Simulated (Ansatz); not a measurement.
Take BAs in the zinc blende structure (space group F-43m, No. 216) as the base.

```cif
data_AsB
_chemical_formula_sum 'B1 As1'
_space_group_name_H-M_alt 'P 1'
_space_group_IT_number 1
_cell_length_a 3.38270
_cell_length_b 3.38270
_cell_length_c 3.38270
_cell_angle_alpha 60.000
_cell_angle_beta 60.000
_cell_angle_gamma 60.000
loop_
_space_group_symop_operation_xyz
  'x, y, z'
loop_
_atom_site_label
_atom_site_type_symbol
_atom_site_fract_x
_atom_site_fract_y
_atom_site_fract_z
_atom_site_occupancy
B1 B 0.00000 0.00000 0.00000 1
As1 As 0.25000 0.25000 0.25000 1
```

All numbers come from r2SCAN/PAW in Ansatz (a first-principles code), spin-orbit coupling left out.

For the base:

```
Item                    Value
-------------------  --------
Smallest direct gap   3.44 eV
Band gap              1.38 eV
Pressure             0.00 GPa
```

It is then changed as follows: every lattice vector is shortened by 2.50 %; the atoms relax in the strained cell.

### Question
Predict the new smallest direct gap.

### Answer
The smallest direct gap rises by 0.09 eV (3.44 eV → 3.53 eV).

### Question
What happens to the band gap?

### Answer
The band gap drops by 0.08 eV (1.38 eV → 1.30 eV).

### Question
What happens to the pressure?

### Answer
The pressure goes from zero to 12.48 GPa.

Stability against distortions was not tested.
